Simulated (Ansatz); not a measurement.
Base system: BeS in the zinc blende structure (space group F-43m, No. 216).

```xyz
2
Lattice="0.0000 2.4343 2.4343 2.4343 0.0000 2.4343 2.4343 2.4343 0.0000" Properties=species:S:1:pos:R:3 pbc="T T T"
Be     0.0000     0.0000     0.0000
S      1.2172     1.2172     1.2172
```

Cartesian axes are those of the cell as printed.

Level of theory: r2SCAN (Ansatz, a first-principles code, PAW, without spin-orbit coupling).

Base values:

| Property | Value |
|---|---|
| Volume per atom | 14.43 Å³ |
| Band gap | 3.59 eV |
| Pressure | 0.00 GPa |
| Valence-band top at Γ | 0.00, 0.00, 0.00 eV |

It is then changed as follows: biaxial strain +1.25 %, plane normal [111], relaxed out of plane (Cartesian); in-plane vectors clamped, the third vector and the atoms free.

**Question.** Estimate the effect on the volume per atom, band gap, pressure and valence-band top at Γ.

**Answer.** The volume per atom rises by 0.296 Å³ (14.43 Å³ → 14.72 Å³); the band gap decreases by 0.04 eV to 3.55 eV; the pressure (mean of the normal stresses, compression positive) goes from zero to -1.89 GPa; the valence-band top at Γ (three highest levels, from the VBM) becomes 0.00, -0.12, -0.12 eV (base: 0.00, 0.00, 0.00 eV).

Stability against distortions was not tested.
